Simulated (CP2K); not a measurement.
Band structure of BaAlGeH (P3m1, 4 atoms in the cell).

```
BaAlGeH
1.0
    4.40073     0.00000     0.00000
   -2.20036     3.81114     0.00000
    0.00000     0.00000     5.27210
Ba Al Ge H
1 1 1 1
Direct
  0.33333   0.66667   0.09902
  0.00000   0.00000   0.64135
  0.66667   0.33333   0.55274
  0.00000   0.00000   0.97289
```

Computed with LDA (Pade form), GPW, DZVP-MOLOPT-SR-GTH basis, GTH-PADE potentials (GTH_POTENTIALS) in CP2K.

Settings: CUTOFF = 500 Ry; REL_CUTOFF = 60 Ry; SMEAR/METHOD = FERMI_DIRAC; ELECTRONIC_TEMPERATURE = 116.05 K; KPOINTS/SCHEME = MONKHORST-PACK 5 5 3; XC_FUNCTIONAL = PADE; Ba/BASIS_SET = DZVP-MOLOPT-SR-GTH-q10; Ba/POTENTIAL = GTH-PADE-q10; Al/BASIS_SET = DZVP-MOLOPT-SR-GTH-q3; Al/POTENTIAL = GTH-PADE-q3; Ge/BASIS_SET = DZVP-MOLOPT-SR-GTH-q4; Ge/POTENTIAL = GTH-PADE-q4; H/BASIS_SET = DZVP-MOLOPT-SR-GTH-q1; H/POTENTIAL = GTH-PADE-q1.

The starting cell comes from a database of computed structures (which also holds hypothetical and non-ambient phases and stackings), without a prior relaxation at this level. Its lattice was rescaled by a random factor within 2.5 % of one. Values carry the incompleteness of an atom-centred basis.

Problem. Predict the gap along the standard path and the places of the band edges.

Solution. The gap along the path is 0.65 eV, from a point between A and L to a point between A|L and M|K; the smallest direct gap on it is 1.06 eV.

Levels in eV from the top of the valence band on the SCF mesh, bands 6 to 10:
| point | 6 | 7 | 8 | 9 | 10 |
|---|---|---|---|---|---|
| Γ | -4.16 | -0.61 | -0.29 | -0.29 | 1.19 |
| M | -5.69 | -2.88 | -0.92 | -0.31 | 0.92 |
| K | -5.51 | -2.87 | -2.46 | -0.56 | 1.40 |
| A | -5.14 | 0.12 | 0.12 | 0.24 | 1.29 |
| L | -5.22 | -3.15 | -1.43 | -0.70 | 1.85 |
| H | -5.66 | -2.92 | -2.05 | -0.36 | 3.21 |

Higher empty bands are left out: an atom-centred basis made for the valence describes them poorly.
